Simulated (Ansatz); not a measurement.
An Ansatz (a quantum-chemistry and plane-wave program) run: Mo with a change (uniaxial strain ε_xx = +1.06 %); r2SCAN (Ansatz, PAW, spin-orbit coupling left out), earlier PAW set.

Input:

Ansatz 0.2 input:
```yaml
crystal:
  lattice:
    - [-1.5923171294, 1.575615604, 1.575615604]
    - [1.5923171294, -1.575615604, 1.575615604]
    - [1.5923171294, 1.575615604, -1.575615604]
  atoms:
    - { symbol: Mo, position: [0, 0, 0] }
basis: { ecutwfc: 500, ecutrho_ratio: 4, xc_grid: 4, fft_grid_basis: typed }
kpoints: { mp_grid: { grid: [29, 29, 29] } }
hamiltonian:
  xc: r2scan
  dispersion: none
  pseudopotentials: { azcp: { folder: ./paw }, kind: paw }
scf: { occupations: { method: fermi_dirac, width: 0.1 }, convergence: { dr2_threshold: 0.0000000001 } }
relax: { f_tol: 0.005, max_steps: 50 }
output: { forces: true, stress: true }
checkpoint: { write: state.ck, write_every: 1000 }
```

Output (explanatory and most iteration lines left out):

```
Relaxation: its limit of steps is 50 (relax.max_steps)
Pseudopotential: Mo, paw, valence charge 14
Crystal: 1 atoms, lattice volume = 15.812 Å³
Basis set: ecut = 500 eV, 381 PW (Γ), exchange–correlation on 80×80×80 points (64 copies of the dense FFT grid, shifted against one another)
Bands: 11, of which v1, the nominal top of the filled ones, is band 7 counted from 1 (6 counted from 0)
Symmetry: 16 space group operations
Space group: I4/mmm (ITA 139), of the structure as read, at distance tolerance 2.5e-5 Å
k-points: 1800 of 24389
Functional: x = r2scan, c = r2scan; τ floored in thin density (d = 2e-4 eV/Å³)
SCF iter   1: F=—  HF=-4968.088753 eV  |F-HF|=—  |Δ(HF+E_count)|=         —  Δρ=1.04e-1  dr2=1.78e0  dr2_τ=4.63e-2  ethr=3.10e-3  ⟨swp⟩=5.0  Hψ=115378  notcnv=0
SCF iter   2: F=—  HF=-4967.599142 eV  |F-HF|=—  |Δ(HF+E_count)|=   4.90e-1  Δρ=3.22e-2  dr2=6.40e-2  dr2_τ=5.68e-2  ethr=3.10e-3  ⟨swp⟩=2.0  Hψ=53038  notcnv=0  defer=19
SCF 1 converged in 8 iterations: F = -4967.631882 eV  dr2 = 2.66e-12
relax step   1: F+E_penalty+E_count = -4967.63188216 eV  Δ(F+E_penalty+E_count) = +0.000e0 eV  max|allowed force component| = 0.000e0 eV/Å  Δτ_max = 0.0000 Å  (8 SCF iters, accepted)
Crystal: 1 atoms, lattice volume = 15.812 Å³
SCF iter   1: F=—  HF=-4967.631882 eV  |F-HF|=—  |Δ(HF+E_count)|=         —  Δρ=2.34e-7  dr2=2.65e-12  dr2_τ=3.16e-12  ethr=1.00e-12  ⟨swp⟩=1.2  Hψ=124923  notcnv=0  defer=1
SCF iter   2: F=-4967.631882 eV  HF=-4967.631882 eV  |F-HF|=9.09e-13  |Δ(HF+E_count)|=  1.82e-12  Δρ=1.11e-7  dr2=4.77e-13  dr2_τ=2.06e-13  ethr=1.00e-12  ⟨swp⟩=3.0  Hψ=52438  notcnv=0
SCF 2 converged in 2 iterations: F = -4967.631882 eV  dr2 = 4.77e-13
SCF converged after 2 iterations
Free energy (F): -4967.631882 eV
Internal energy: -4967.612029 eV  (E = F + TS)
E sigma→0 (E₀):  -4967.621955 eV
Entropy (-TS):   -0.019854 eV (-19.854 meV/atom)
Fermi energy:    20.750785 eV
--- Forces (eV/Å), atoms counted from 1 ---
  atom   1  Mo     0.00000000    -0.00000000     0.00000000
--- Stress (GPa, compression-positive) ---
       -5.029715       0.000000       0.000000
        0.000000      -1.675933      -0.000000
        0.000000      -0.000000      -1.675933
  P = ⅓ Tr σ = -2.7939 GPa (-27.939 kbar)
--- Relaxed structure (1 steps of the walk, 1 accepted, 0 SCFs on fresh bases) ---
  atoms:
    - { symbol: Mo, position: [0.0, 0.0, 0.0] }
```

Stability against distortions was not tested. The final runs are not spin-polarised. The cell was made from Mo in the bcc (W type) structure (space group Im-3m, No. 229) by this change: uniaxial strain ε_xx = +1.06 %.
